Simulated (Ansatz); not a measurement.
The reference is BAs in the wurtzite structure (space group P6_3mc, No. 186; a cell from a computed database, its experimental status unchecked).

BAs has the hexagonal space group P6₃mc (No. 186), the wurtzite structure, Pearson symbol hP4. Lattice parameters: a = 3.3544 Å, b = 3.3544 Å, c = 5.5538 Å, α = 90.00°, β = 90.00°, γ = 120.00°. B on 2b is coordinated by 4 As at 2.059–2.078 Å (tetrahedral). As on 2b has 4 B at 2.059–2.078 Å (tetrahedral). (Neighbours: up to the widest gap in distance over summed covalent radii, below 1.35, at either atom.)

All numbers come from PBEsol in Ansatz (plane waves to 420 eV, PAW, without spin-orbit coupling).

Carriers are added at fixed cell with a uniform background; the Fermi–Dirac width is that of 300 K.

One change was made to it. Results:

```json
[
 {"quantity": "Fermi level relative to the doped band's edge (positive inside the band; to 0.05 eV)", "base": "–", "after": "+1.15 eV"},
 {"quantity": "valley order (the lowest conduction-band minima on the path, energy above the VBM, named in the base's zone)", "base": "M (1/2, 0, 0) 1.02 eV; K (1/3, 1/3, 0) 1.20 eV; Γ 2.16 eV", "after": "M (1/2, 0, 0) 1.07 eV; K (1/3, 1/3, 0) 1.21 eV; Γ 2.17 eV"}
]
```

Q: Which of these changes matches the shifts?
(A) holes 3.0×10^21 cm⁻³
(B) holes 1.0×10^21 cm⁻³
(C) holes 5.0×10^21 cm⁻³

A: C, holes 5.0×10^21 cm⁻³. For comparison, the Fermi level from band edge in the other runs: holes 1.0×10^21 cm⁻³ gives +0.50 eV; holes 3.0×10^21 cm⁻³ gives +0.90 eV.

Charged cell with a jellium background: band edges are those of the host's band count, energies are not comparable with the neutral cell, and many-body gap narrowing is missing. Whether these cells are dynamically stable was not tested. This is not the structure that BAs has at room temperature and ambient pressure.

Ansatz is an electronic-structure program.
